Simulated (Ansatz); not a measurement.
**Cs$_{2}$LiInBr$_{6}$ (space group Fm-3m, No. 225; a cell from a computed database, its experimental status unchecked)**

Cs$_{2}$LiInBr$_{6}$ is modelled in the cubic space group Fm-3m (No. 225), Pearson symbol cF40. Cell: a = b = c = 10.796 Å, α = β = γ = 90.00°. Cs on 8c is surrounded by 12 Br at 3.817 Å (cuboctahedral). Li on 4a is coordinated by 6 Br at 2.721 Å (octahedral). In on 4b has 6 Br at 2.677 Å (octahedral). Br on 24e is surrounded by 1 In at 2.677 Å and 1 Li at 2.721 Å and 4 Cs at 3.817 Å (octahedral). (Neighbours: up to the widest gap in distance over summed covalent radii, below 1.35, at either atom; cation-cation and far metal-metal contacts left out.)
(The calculation used a cell of 10 atoms; values per cell refer to that cell.)

Computed with Ansatz (a program for electronic structure) PBEsol, scalar-relativistic without spin-orbit coupling. k-mesh 6×6×6 (Γ-centred); smearing 0.05 eV (Fermi–Dirac).

| Item | Result |
|---|---|
| Volume per atom | 31.46 Å³ |
| Density | 4.58 g/cm³ |
| Band gap | 1.63 eV, direct at Γ |
| Electron mass | 0.32 mₑ |
| Lowest conduction-band minima above the VBM | Γ 1.63 eV |
| Total energy | -3333.282 eV/atom (σ→0; compares only within this code and set-up) |

Effective masses come from finite differences of ±0.01 Å⁻¹. Stability against distortions was not tested.
